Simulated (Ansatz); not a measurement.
A computed series for Ir: response to strain

Take Ir in the fcc (Cu type) structure (space group Fm-3m, No. 225; relaxed with 0.1 eV smearing) as the base.

```yaml
crystal:
  lattice:
    - [0.00000, 1.92250, 1.92250]
    - [1.92250, 0.00000, 1.92250]
    - [1.92250, 1.92250, 0.00000]
  atoms:
    - { symbol: Ir, position: [0.00000, 0.00000, 0.00000] }
```

Cartesian axes are those of the cell as printed.

Strains are applied to the cell and any free atomic positions relax.

Level of theory: Kohn–Sham DFT with the r2SCAN functional, run in Ansatz (a quantum-chemistry and plane-wave program) with PAW and 500 eV plane waves, no spin-orbit coupling.

Notes on the quantities. energy relative to the base: free energy F.

```json
[
 {"uniaxial strain ε_zz (%)": "0", "energy relative to the base (meV/atom)": "0.0"},
 {"uniaxial strain ε_zz (%)": "0.5", "energy relative to the base (meV/atom)": "0.7"},
 {"uniaxial strain ε_zz (%)": "1", "energy relative to the base (meV/atom)": "2.7"},
 {"uniaxial strain ε_zz (%)": "1.5", "energy relative to the base (meV/atom)": "6.1"},
 {"uniaxial strain ε_zz (%)": "2", "energy relative to the base (meV/atom)": "?"},
 {"uniaxial strain ε_zz (%)": "2.5", "energy relative to the base (meV/atom)": "16.6"},
 {"uniaxial strain ε_zz (%)": "3", "energy relative to the base (meV/atom)": "23.6"}
]
```

Task: Fit ΔE = Aε² + Bε³ (ε in %) to the rows shown and predict the withheld row.

Result: Least squares on the printed values gives A = 2.80 and B = -0.058 meV/atom (largest residual 0.0 meV/atom); this predicts 10.7 meV/atom, and the run gives 10.7 meV/atom, in agreement.

Stability against distortions was not tested. The final runs are not spin-polarised.
